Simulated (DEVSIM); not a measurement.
abrupt Si n-p junction

Device: abrupt Si n-p junction, at 250 K.

```tsv
layer (left to right)	material	thickness (μm)	Nd (cm⁻³)	Na (cm⁻³)	τn (s)	τp (s)
1	Si	7.70	1.6e16	-	0.00012	0.00012
2	Si	2.70	-	4.2e14	0.00012	0.00012
```

Left contact: ohmic. Right contact: ohmic. Voltage is applied to the left contact. Recombination: SRH at mid-gap, radiative. Mobility is μmin + (μ − μmin)/(1 + (N/Nref)^α).

The device is made up for the run: typed textbook-type constants, with dimensions and the other settings drawn at random. Values at 300 K; Nc and Nv go as T^1.5, mobilities as T to minus their exponent, the gap by Varshni's rule with the affinity fixed.

```csv
parameter,Si
gap (eV),1.124
affinity (eV),4.05
permittivity,11.7
Nc (cm⁻³),2.86e19
Nv (cm⁻³),3.1e19
μn (cm²/Vs),1417
μp (cm²/Vs),470
"μn,min",52
"μp,min",45
"Nref,n",9.7e16
"Nref,p",2.2e17
αn,0.68
αp,0.72
T exponent of μn,2.3
T exponent of μp,2.2
B (cm³/s),4.7e-15
Varshni α (eV/K),0.000473
Varshni β (K),636
```

DEVSIM, 1D drift-diffusion, Boltzmann statistics, complete ionisation; no tunnelling, impact ionisation, image-force lowering or self-heating.

Potential step across the device at zero bias: 0.745 V
Largest field in the device at zero bias: 10000 V/cm
Dark forward voltage at 1 A/cm²: 0.612 V
Dark forward voltage at 100 A/cm²: 0.762 V

Dark forward current:

(V (V), J (A/cm²)): (-0.05, -9.3e-12); (-0.10, -9.0e-11); (-0.15, -8.5e-10); (-0.20, -8.2e-9); (-0.25, -7.9e-8); (-0.30, -7.7e-7); (-0.35, -7.5e-6); (-0.40, -7.3e-5); (-0.45, -0.00071); (-0.50, -0.0069); (-0.55, -0.066); (-0.60, -0.61); (-0.65, -4.8); (-0.70, -25); (-0.75, -82); (-0.80, -190); (-0.85, -340); (-0.90, -520); (-0.95, -730); (-1.00, -960); (-1.05, -1200); (-1.10, -1400); (-1.15, -1700); (-1.20, -1900); (-1.25, -2100)

Small-signal capacitance in reverse bias (quasi-static):

```csv
V (V),C (nF/cm²)
0.04,6.81
0.1,6.54
0.2,6.16
0.3,5.84
0.4,5.56
0.6,5.12
0.8,4.76
1,4.47
1.3,4.14
1.6,3.93
2,3.79
```
